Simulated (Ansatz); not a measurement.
Start from GaN in the wurtzite structure (space group P6_3mc, No. 186).

```
CELL_PARAMETERS angstrom
      3.21837     0.00000     0.00000
     -1.60918     2.78719     0.00000
      0.00000     0.00000     5.24320
ATOMIC_POSITIONS crystal
  Ga 0.33333 0.66667 0.00014
  Ga 0.66667 0.33333 0.50014
  N  0.33333 0.66667 0.37686
  N  0.66667 0.33333 0.87686
```

Cartesian axes are those of the cell as printed.

The values are results of DFT with PBE, PAW potentials and a 420 eV plane-wave cutoff in Ansatz (a quantum-chemistry and plane-wave program), no spin-orbit coupling, not measurements.

Strains are applied to the cell and any free atomic positions relax.

One change was made to it. Results:

| quantity | base | after |
|---|---|---|
| shortest interatomic distance | 1.967 Å | 1.944 Å |
| valence-band top at Γ (three highest levels, from the VBM) | 0.00, 0.00, -0.04 eV | 0.00, -0.13, -0.13 eV |
| electron mass | 0.14 mₑ along c, 0.16 mₑ across (at Γ) | 0.17 mₑ along x, 0.17 mₑ along y, 0.17 mₑ along z (at Γ) |
| energy relative to the base (free energy F) | 0 meV/atom | +12 meV/atom |

Question: Name the change that was made.
A. uniaxial strain ε_zz = −0.60 %
B. uniaxial strain ε_zz = −3.00 %
C. uniaxial strain ε_zz = −1.20 %
D. uniaxial strain ε_zz = −1.80 %
E. uniaxial strain ε_zz = −2.40 %

Answer: B, uniaxial strain ε_zz = −3.00 %. For comparison, the valence-band top at Γ in the other runs: uniaxial strain ε_zz = −0.60 % gives 0.00, 0.00, 0.00 eV; uniaxial strain ε_zz = −1.20 % gives 0.00, -0.03, -0.03 eV; uniaxial strain ε_zz = −2.40 % gives 0.00, -0.10, -0.10 eV; uniaxial strain ε_zz = −1.80 % gives 0.00, -0.06, -0.06 eV.

The levels and masses belong to the bands next to the band gap. Masses are band curvatures over ±0.01 Å⁻¹ around the edge. No phonon test of stability was made.
